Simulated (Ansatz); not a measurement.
For fluorite AuAl2, r²SCAN+SOC (PAW; Ansatz, a program for electronic structure) gives:

- lattice constant a = 5.995 Å
- bulk modulus B0 = 121 GPa

### Question
What does PBE0 in Ansatz (PAW) give for the same quantities?

### Answer

- lattice constant a: 6.012 Å (grows by 0.3 %)
- bulk modulus: 117 GPa (decreases by 3.3 %)

Changes are worked out from the printed values.

Unless a cell is named, each level is at its own relaxed cell (r²SCAN+SOC 17.96, PBE0 18.11 Å³/atom).

Levels without +SOC leave out spin–orbit coupling, which shifts energies and cells of such heavy elements.

Ansatz's density-functional and Hartree–Fock values are scalar-relativistic unless marked +SOC, with PAW data made under PBE.
